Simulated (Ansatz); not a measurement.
For GaSb (I-4m2, No. 119, 2 atoms in the cell; start mp-1224785; a measured phase of this formula has another space group), LDA (PAW; Ansatz, a first-principles code) gives:

| Item | Result |
|---|---|
| lattice parameter a | 5.390 Å |
| lattice parameter c | 3.065 Å |
| cohesive energy | 3.52 eV/atom |

What does r²SCAN+rVV10 in Ansatz (PAW) give for the same quantities?


- lattice constant a: 5.444 Å (grows by 1.0 %)
- lattice parameter c: 3.116 Å (rises by 1.7 %)
- cohesive energy: 2.86 eV/atom (falls by 0.66 eV/atom)

Changes are worked out from the printed values.

Unless a cell is named, each level is at its own relaxed cell (LDA 22.26, r²SCAN+rVV10 23.09 Å³/atom).

Levels without +SOC leave out spin–orbit coupling, which shifts energies and cells of such heavy elements.

Caveats: the relaxation could not lower the start's symmetry, so the cell can be a saddle point above a distorted one (LDA, r²SCAN+rVV10). Ansatz's density-functional and Hartree–Fock values are scalar-relativistic unless marked +SOC, with PAW data made under PBE.

A start named mp-… is a Materials Project structure, which need not be a measured phase.
